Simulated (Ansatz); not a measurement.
# A computed series for SiO2: element substitutions

The parent structure is SiO2 (space group P4_12_12, No. 92).

```
SiO2
1.0
    5.02890     0.00000     0.00000
    0.00000     5.02890     0.00000
    0.00000     0.00000     7.01076
Si O
4 8
Direct
  0.29800   0.29800   0.00000
  0.79800   0.20200   0.75000
  0.20200   0.79800   0.25000
  0.70200   0.70200   0.50000
  0.23961   0.10178   0.17827
  0.73961   0.39822   0.57173
  0.26039   0.60178   0.07173
  0.76039   0.89822   0.67827
  0.89822   0.76039   0.32173
  0.39822   0.73961   0.42827
  0.60178   0.26039   0.92827
  0.10178   0.23961   0.82173
```

Each row replaces one element on all its sites; cell and atoms are relaxed.

Method: PBEsol/PAW in Ansatz (a first-principles code), without spin-orbit coupling, earlier PAW set.

Problem. Only one of these has no band gap. Which?
A. Si → Cr
B. O → S
C. Si → Te

Solution. A, Si → Cr. Computed: Si → Te: 2.88 eV; Si → Cr: zero; O → S: 2.10 eV

Spin-orbit coupling, missing from the scalar runs, can matter with Te. Whether these cells are dynamically stable was not tested. As relaxed here, CrO2 and SiS2 are hypothetical phases, not in the database extracts checked. No Hubbard U is applied and the magnetic state is the run's own (CrO2 ferromagnetic); small cells can't hold the antiferromagnetic order that many such compounds have, so gaps and moments can be off.
